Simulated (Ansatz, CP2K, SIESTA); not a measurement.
# One structure in several programs: IrPd3 (P1, 4 atoms in the cell)

Self-consistent single point, at a second geometry (atoms moved at random). First geometry:

```
CELL_PARAMETERS angstrom
     -1.96947     1.96947     3.89285
      1.96947    -1.96947     3.89285
      1.96947     1.96947    -3.89285
ATOMIC_POSITIONS crystal
  Pd 0.75000 0.25000 0.50000
  Pd 0.25000 0.75000 0.50000
  Pd 0.50000 0.50000 0.00000
  Ir 0.00000 0.00000 0.00000
```

Second geometry:
```yaml
crystal:
  lattice:
    - [-1.96947, 1.96947, 3.89285]
    - [1.96947, -1.96947, 3.89285]
    - [1.96947, 1.96947, -3.89285]
  atoms:
    - { symbol: Pd, position: [0.74544, 0.22418, 0.47781] }
    - { symbol: Pd, position: [0.24806, 0.73909, 0.48525] }
    - { symbol: Pd, position: [0.51656, 0.53003, 0.03994] }
    - { symbol: Ir, position: [0.98994, 0.00671, 0.99700] }
```

Shared settings, as Ansatz (a quantum-chemistry and plane-wave program) writes them: kpoints.mp_grid.grid = 8 8 8; scf.occupations.method = gaussian; scf.occupations.width = 0.2 eV. Potentials and cutoffs stand in the table.

```json
[
 {"code": "SIESTA", "model": "LDA PW92, numerical atomic orbitals DZP, PseudoDojo LDA standard norm-conserving potentials (rewritten from UPF to PSML)", "ΔF from the first geometry (meV/atom)": "41.3", "pressure (GPa)": "-16.68", "largest force (eV/Å)": "1.608", "cutoff": "grid 400 Ry"},
 {"code": "Ansatz", "model": "LDA (PW92), PAW files made with PBE", "ΔF from the first geometry (meV/atom)": "34.5", "pressure (GPa)": "-14.65", "largest force (eV/Å)": "1.350", "cutoff": "default"},
 {"code": "CP2K", "model": "LDA (Pade form), GPW, DZVP-MOLOPT-SR-GTH basis, GTH-PADE potentials (GTH_POTENTIALS)", "ΔF from the first geometry (meV/atom)": "35.1", "pressure (GPa)": "-20.01", "largest force (eV/Å)": "1.410", "cutoff": "grid 500 Ry"}
]
```

Size of the force on each atom (eV/Å): Sizes of forces hide their directions.

```json
[
 {"code": "SIESTA", "Pd1": "1.228", "Pd2": "0.398", "Pd3": "1.608", "Ir4": "0.516"},
 {"code": "Ansatz", "Pd1": "1.038", "Pd2": "0.354", "Pd3": "1.350", "Ir4": "0.378"},
 {"code": "CP2K", "Pd1": "1.079", "Pd2": "0.344", "Pd3": "1.410", "Ir4": "0.338"}
]
```

On Ansatz's run: spin-orbit coupling is off. Spin polarisation is off.

The spread over the programs that give each value: ΔF from the first geometry within 6.8 meV/atom; pressure within 5.36 GPa; largest force within 0.258 eV/Å.

SIESTA and CP2K use small atom-centred bases, whose incompleteness enters pressures, forces and empty levels differently from a plane-wave cutoff. Ansatz's pressure is given at a fixed set of plane waves, as the other plane-wave codes print theirs.

The starting cell comes from a database of computed structures (which also holds hypothetical and non-ambient phases and stackings), without a prior relaxation at this level. For this run, on top of that: atoms moved at random.

Keys are those of Ansatz 0.2.
